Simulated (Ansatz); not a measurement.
**Si on the Al site (Si_Al) (fcc Al host)**

Computed with PBE, PAW (plane waves to 420 eV; Ansatz, a first-principles code). Cell and caveats: 108-site cell; 4×4×4 shifted k-points; start: the Al site; finite-size errors of tenths of an eV; the relaxation kept the symmetry of the starting site.

Neighbours after relaxation, in Å: of the Si atom: Al 2.84, Al 2.84, Al 2.84, Al 2.84, Al 2.84, Al 2.84, Al 2.84, Al 2.84 (the shell may go on).

Formation energies E_f are those of the neutral cell. Chemical conditions: host crystal and elements as references (Δμ(Al) = 0.00 eV, Δμ(Si) = 0.00 eV; Si taken from its element, since no compound that bounds it was computed at this level; only phases computed here count, gases as isolated molecules at 0 K). Reference phases: Al: fcc Al, Si: silicon.

| charge | moment (μB) | point group | largest move off a lattice site (Å) | E_f, host crystal and elements as references (eV) |
|---|---|---|---|---|
| 0 | not spin-polarised | Oh | 0.02 | 0.43 |

Point groups are those of the whole cell at tolerances of 0.03 and 0.1 Å ("near" where only the looser one holds); none is given for unsettled states.

All states together cost about 5 core-minutes (a rough figure).
